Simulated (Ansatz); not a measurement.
Fermi-surface figures of metals: Ti (P6_3/mmc) under several functionals (Ansatz, a first-principles code, without spin-orbit coupling). The PBE cell:

Ti is taken in the hexagonal space group P6₃/mmc (No. 194), the hcp (Mg type) structure, Pearson symbol hP2. Cell: a = 2.9373 Å, b = 2.9373 Å, c = 4.6549 Å, α = 90.00°, β = 90.00°, γ = 120.00°. Ti on 2c has 12 Ti at 2.880–2.937 Å (anticuboctahedral). (Neighbours: up to the widest gap in distance over summed covalent radii, below 1.35, at either atom.)

```tsv
Functional	cell relaxed with	volume (Å³/atom)	density of states at the Fermi level per atom	Drude plasma energy	root-mean-square Fermi velocity
PBE	PBE	17.39	0.93 states/eV	3.8 eV	3.2 ×10⁵ m/s
PBEsol	PBEsol	16.72	0.91 states/eV	3.9 eV	3.3 ×10⁵ m/s
```

For the density of states at the Fermi level per atom, PBE gives 0.93 states/eV and PBEsol 0.91 states/eV: PBE lies 2 % above, no more than the two runs' mesh errors together.

The PBE and PBEsol rows stand on cells whose volumes differ by 4.0 %, so the difference holds the effect of the cell as well as that of the functional.

Metals at this level; values at 300 K, both spins, means over directions. As a rough test of the mesh, the Fermi surface's area from every second k point differs by up to 4 %. Spin-orbit coupling is left out.
